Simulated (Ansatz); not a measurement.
Consider the following.

```yaml
crystal:
  lattice:
    - [4.01722, 0.00000, 0.00000]
    - [0.00000, 4.01722, 0.00000]
    - [0.00000, 0.00000, 4.76189]
  atoms:
    - { symbol: Pb, position: [0.50000, 0.00000, 0.75527] }
    - { symbol: Pb, position: [0.00000, 0.50000, 0.24473] }
    - { symbol: O, position: [0.50000, 0.50000, 0.00000] }
    - { symbol: O, position: [0.00000, 0.00000, 0.00000] }
```

No spin polarisation.

Calculations: PBEsol-D3(BJ)/PAW in Ansatz (a program for electronic structure), without spin-orbit coupling. Γ-centred 8×8×7 mesh, Fermi–Dirac width 0.05 eV.

Q: Predict the space group.

A: P4/nmm (No. 129).

Q: What band gap does the calculation give?

A: 1.09 eV.

Q: Estimate the pressure (mean of the normal stresses, compression positive).

A: -1.64 GPa.

With Pb present, leaving out spin-orbit coupling can change the band edges. The cells carry an imposed strain or load. No phonon test of stability was made. The cell was made from PbO (space group P4/nmm, No. 129) by this change: isotropic strain +1.20 %.
